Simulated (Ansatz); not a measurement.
Structures of equal composition on the (0001) surface of hcp Ti: a layer of Zn in place of the second plane; a layer of Zn in place of the third plane. The slabs share one bottom face, and each structure is named by its start. These are constructed structures in small cells; real faces may alloy, dewet or reconstruct in larger ones, and not all known structures of the face are among them. Slabs of about 12 Å with all that they carry, Fermi-Dirac smearing of 0.1 eV. Bottom of the slabs: a bare face, its two planes held. Relaxed from the named starts with such symmetry as they have, on meshes of like density; energies extrapolated to zero smearing; no spin-orbit coupling, no U. Spin-polarised runs, if any, are marked in brackets, and their order is one that fits the cell; the others ran without spin.

These are PBE (plane waves to 420 eV, PAW; Ansatz, an electronic-structure program) values and carry that method's errors.

Rank these by energy per 1x1 cell (lowest first), as PBE gives it.

a layer of Zn in place of the third plane (0.000 eV), a layer of Zn in place of the second plane (0.250 eV)
